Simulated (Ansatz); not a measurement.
SiH3 on the 1x1 (111) surface of fcc Ag, one in a 2x2 cell, energies for each (29.8 Å²). Energies are against SiH4(g) − ½ H2(g), without zero-point or thermal terms; each row is named by its start. No converged result for: 2 more starts.

All values below come from PBE (plane waves to 420 eV, PAW; Ansatz, a quantum-chemistry and plane-wave program).

Slab: 20 atoms, 7.1 Å thick at the start under the adsorbate (thin: gaps and levels are the slab's own); k 6x6x1, smearing 0.1 eV, dipole-corrected; 8 atoms held, the rest relaxed; each run with such symmetry as its start has; spin-polarised, no spin-orbit, no U, no dispersion correction.

A negative adsorption energy means that the adsorbate is more stable on the surface than in its reference. Heights count from the host atoms within 0.3 Å of the top one.

| starting site | E_ads (eV) | height (Å) | nearest host atom (Å) | bonded to | Δ work function (eV) | lateral drift (Å) | moment (μB) |
|---|---|---|---|---|---|---|---|
| top Ag | 0.24 | 2.55 | Ag 2.48 | Ag | 0.51 | 0.0 | 0.0 |
| hollow Ag-Ag-Ag over Ag at depth 2.4 Å | 0.09 | 2.16 | Ag 2.72 | 3 Ag | 0.22 | 0.0 | 0.0 |
